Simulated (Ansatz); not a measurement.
Structures of equal composition on the (111)B surface of zinc-blende ZnS (S plane on top): 2x2 Si adatom at H3; 2x2 Si adatom at T4. The slabs share one bottom face, and each structure is named by its start. These are constructed structures in small cells; real faces may alloy, dewet or reconstruct in larger ones, and not all known structures of the face are among them. Slabs of about 13 Å with all that they carry, Fermi-Dirac smearing of 0.025 eV. Bottom of the slabs: H caps. Relaxed from the named starts with such symmetry as they have, on meshes of like density; energies extrapolated to zero smearing; no spin-orbit coupling, no U. Spin-polarised runs, if any, are marked in brackets, and their order is one that fits the cell; the others ran without spin. Where a second, spin-polarised start was run, the lower counts.

Host crystal: zinc-blende ZnS, with a band gap (PBE, scalar-relativistic without spin-orbit coupling).

Computed with PBE (plane waves to 420 eV, PAW; Ansatz, an electronic-structure program).

Q: Order them by energy per 1x1 cell (lowest first) at the level PBE.

A: 2x2 Si adatom at T4 (0.000 eV, gap 2.04 eV on the mesh), 2x2 Si adatom at H3 (0.022 eV, gap 1.33 eV on the mesh)
